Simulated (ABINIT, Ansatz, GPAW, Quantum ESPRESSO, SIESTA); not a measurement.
## W (Im-3m, 1 atom in the cell) computed with different codes at matched settings

Self-consistent single point.

```
W
1.0
   -1.58516     1.58516     1.58516
    1.58516    -1.58516     1.58516
    1.58516     1.58516    -1.58516
W
1
Cartesian
  0.00000   0.00000   0.00000
```

Shared settings, as Ansatz (an electronic-structure program) writes them: kpoints.mp_grid.grid = 19 19 19; scf.occupations.method = fermi_dirac; scf.occupations.width = 0.136 eV. Potentials and cutoffs stand in the table.

| code | model | pressure (GPa) | cutoff |
|---|---|---|---|
| GPAW | PBEsol, GPAW PAW datasets PBEsol (made by gpaw-setup) | -5.14 | 550 eV |
| SIESTA | GGA PBEsol, numerical atomic orbitals TZP, PseudoDojo PBEsol standard norm-conserving potentials (rewritten from UPF to PSML) | -6.28 | grid 400 Ry |
| Ansatz | PBEsol, PAW files made with PBE | -4.84 | default |
| Quantum ESPRESSO | PBEsol, GBRV 1.5 ultrasoft (PBESOL) pseudopotentials | -8.16 | 40 Ry |
| ABINIT | PBEsol, PAW (JTH v2.0 PBE PAW, files made for PBE) | -4.50 | 20 Ha |

On Ansatz's run: spin-orbit coupling is off. Spin polarisation is off.

The spread over the programs that give each value: pressure within 3.66 GPa.

SIESTA uses small atom-centred bases, whose incompleteness enters pressures, forces and empty levels differently from a plane-wave cutoff. Ansatz's pressure is given at a fixed set of plane waves, as the other plane-wave codes print theirs; with its correction for the finite basis it is -4.76 GPa. In the pressure, SIESTA (by 1.29) and Quantum ESPRESSO (by 3.18) lie more than 1 GPa from the median of the plane-wave programs.

The starting cell comes from a database of computed structures (which also holds hypothetical and non-ambient phases and stackings), without a prior relaxation at this level.

Left out of this page: Elk and FLEUR (not drawn, or without a comparable value).

Keys are those of Ansatz 0.2.
